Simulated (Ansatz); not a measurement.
System: SiO₂ (P4₁2₁2, No. 92). Method: PBE in Ansatz (plane waves, PAW).

Run with plane-wave cutoff 520 eV, 8×8×6 k mesh (along the axes of the cell as run), Fermi–Dirac smearing 0.01 eV, scalar-relativistic PAW data made under PBE.

Cell (relaxed at this level):

```cif
data_O8Si4
_chemical_formula_sum 'Si4 O8'
_space_group_name_H-M_alt 'P 1'
_space_group_IT_number 1
_cell_length_a 5.08589
_cell_length_b 5.08589
_cell_length_c 7.10447
_cell_angle_alpha 90.000
_cell_angle_beta 90.000
_cell_angle_gamma 90.000
loop_
_space_group_symop_operation_xyz
  'x, y, z'
loop_
_atom_site_label
_atom_site_type_symbol
_atom_site_fract_x
_atom_site_fract_y
_atom_site_fract_z
_atom_site_occupancy
Si1 Si 0.29363 0.29363 0.00000 1
Si2 Si 0.79363 0.20637 0.75000 1
Si3 Si 0.20637 0.79363 0.25000 1
Si4 Si 0.70637 0.70637 0.50000 1
O1 O 0.24127 0.09296 0.17394 1
O2 O 0.74127 0.40704 0.57606 1
O3 O 0.25873 0.59296 0.07606 1
O4 O 0.75873 0.90704 0.67394 1
O5 O 0.90704 0.75873 0.32606 1
O6 O 0.40704 0.74127 0.42394 1
O7 O 0.59296 0.25873 0.92394 1
O8 O 0.09296 0.24127 0.82606 1
```

Task: What does this level give for the bulk modulus, band gap and pressure derivative B′ of the bulk modulus?

Result: 
* **bulk modulus**: 15.6 GPa
* **band gap**: 5.51 eV (direct)
* **pressure derivative B′ of the bulk modulus**: 2.3

Note: the volume lies 7 % above that of the published cell; the bulk modulus comes from volumes at which shape and atoms were relaxed.

Cost on a shared machine: about 29 core-minutes (a rough figure).

Ansatz is a quantum-chemistry and plane-wave program.
